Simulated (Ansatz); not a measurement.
# Os, pressure series

Take Os in the hcp (Mg type) structure (space group P6_3/mmc, No. 194) as the base.

```
Os
1.0
    2.75485     0.00000     0.00000
   -1.37743     2.38577     0.00000
    0.00000     0.00000     4.34430
Os
2
Direct
  0.33333   0.66667   0.75000
  0.66667   0.33333   0.25000
```

Cell and atoms are relaxed at each pressure.

Calculations: PBE, PAW, 420 eV (Ansatz, a first-principles code; scalar-relativistic without spin-orbit coupling).

| pressure (GPa) | volume per atom (Å³/atom) |
|---|---|
| -2 | 14.350 |
| -1 | 14.313 |
| 0 | 14.276 |
| 3 | 14.171 |
| 7 | 14.037 |
| 30 | ? |
| 50 | 12.926 |
| 75 | 12.454 |
| 100 | 12.057 |

### Question
Fit the third-order Birch–Murnaghan form P(V) = (3B₀/2)[(V₀/V)^(7/3) − (V₀/V)^(5/3)]·[1 + (3/4)(B₀′ − 4)((V₀/V)^(2/3) − 1)] (squares taken in P) to the rows shown and predict the withheld row.

### Answer
Least squares on the printed values gives V₀ = 14.276 Å³/atom, B₀ = 400 GPa, B₀′ = 4.6; this predicts 13.383 Å³/atom, and the run gives 13.382 Å³/atom, in agreement.

Load acts through the strain it causes; cell and atoms are relaxed under it. Whether these cells are dynamically stable was not tested. No other phases were tried under pressure. The final runs are not spin-polarised.
